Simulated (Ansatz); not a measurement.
# GaS (R-3m): band-edge transport data

Input:

```
GaS
1.0
    1.77202     1.02308     7.48667
   -1.77202     1.02308     7.48667
    0.00000    -2.04615     7.48667
Ga S
2 2
Direct
  0.94622   0.94622   0.94622
  0.05378   0.05378   0.05378
  0.23113   0.23113   0.23113
  0.76887   0.76887   0.76887
```

Level of theory: PBEsol+D3BJ, rigid bands (plane waves, PAW, scalar-relativistic; Ansatz, a program for electronic structure). Cell: cell and atoms relaxed with PBEsol+d3bj.

| Property | Result |
|---|---|
| band gap | 1.31 eV |
| electron conductivity mass (300 K, dilute) | 0.54 (x), 0.54 (y), 0.35 (z) mₑ |
| hole conductivity mass (300 K, dilute) | 1.88 (x), 1.88 (y), 0.159 (z) mₑ |
| effective density of states N_c (300 K) | 3.9e19 cm⁻³ |
| effective density of states N_v (300 K) | 1.9e19 cm⁻³ |
| density-of-states mass, electrons | 1.35 mₑ |
| density-of-states mass, holes | 0.82 mₑ |
| Seebeck coefficient, n-type 1e19 cm⁻³, 300 K | -333 μV/K |
| best n-type power factor at 300 K for τ = 10 fs (best axis; densities from 1e16 to 1e21 cm⁻³ tried, whether or not they can be reached) | 17.4 μW/(cm·K²) at 1e20 cm⁻³ |
| Seebeck coefficient, p-type 1e19 cm⁻³, 300 K | 274 μV/K |
| best p-type power factor at 300 K for τ = 10 fs (best axis; densities from 1e16 to 1e21 cm⁻³ tried, whether or not they can be reached) | 15.7 μW/(cm·K²) at 3e19 cm⁻³ |

Rigid bands; masses and Seebeck coefficients take one relaxation time τ for all states and one kind of carrier; polarons and phonon drag are left out. Spin-orbit coupling is left out; where it splits the top of the valence band, N_v and the p-type Seebeck coefficient come out somewhat high without it. Geometry: cell and atoms relaxed with PBEsol+D3(BJ).

Computed structure with no diffraction record at hand here (it may be known, metastable or hypothetical): GaS (R-3m). PBEsol with a dispersion correction tends to overbind, so the cell can be several per cent short, in bad cases over ten, which usually narrows a gap: GaS (R-3m).
